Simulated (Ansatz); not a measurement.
The parent structure is Y in the hcp (Mg type) structure (space group P6_3/mmc, No. 194; a = 3.652 Å, c = 5.703 Å; relaxed with 0.1 eV smearing).

(Cell as relaxed with PBE.)

Levels (all Ansatz, a program for electronic structure, PAW, earlier PAW set): PBE (420 eV, no spin-orbit coupling); r2SCAN (500 eV, no spin-orbit coupling).

Each level relaxes its own structure.

| base | PBE | r2SCAN |
|---|---|---|
| volume per atom | 32.94 Å³ | 33.57 Å³ |
| lattice parameter a | 3.652 Å | 3.681 Å |
| band gap | zero | zero |

Perturbation: an isotropic linear strain of −1.40 %; the atoms relax in the strained cell.

```json
[
 {"quantity": "energy relative to the base (free energy F)", "PBE": "+7.5 meV/atom", "r2SCAN": "+7.6 meV/atom"},
 {"quantity": "band gap", "PBE": "zero", "r2SCAN": "zero"},
 {"quantity": "pressure (mean of the normal stresses, compression positive)", "PBE": "1.8 GPa", "r2SCAN": "1.8 GPa"}
]
```

The two agree on the band gap and pressure. Neither level is exact; r2SCAN is the comparison here, not a measurement.

Whether these cells are dynamically stable was not tested. The final runs are not spin-polarised.
